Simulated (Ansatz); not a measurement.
## Effect of pressure 7.5 GPa on Cs2SnI6

Start from Cs2SnI6 (space group Fm-3m, No. 225; a = 11.5502 Å).

It is then changed as follows: cell and atoms relaxed at a pressure of 7.5 GPa.

The values are results of Kohn–Sham DFT with the PBEsol functional, run in Ansatz (an electronic-structure program) with PAW and 420 eV plane waves, without spin-orbit coupling, not measurements. Settings: 7×7×7 k-points, 0.05 eV Fermi–Dirac smearing.

```json
[
 {"quantity": "lattice parameter a", "base": "11.550 Å", "changed": "10.585 Å", "shift": "-0.9656 Å"},
 {"quantity": "band gap", "base": "zero", "changed": "zero", "shift": "–"}
]
```

Spin-orbit coupling, missing from the scalar runs, can matter with I. Load acts through the strain it causes; cell and atoms are relaxed under it. Whether these cells are dynamically stable was not tested. Competing high-pressure phases were not computed. The final runs are not spin-polarised. The zero or small gap of Cs2SnI6 can change with the level of theory.
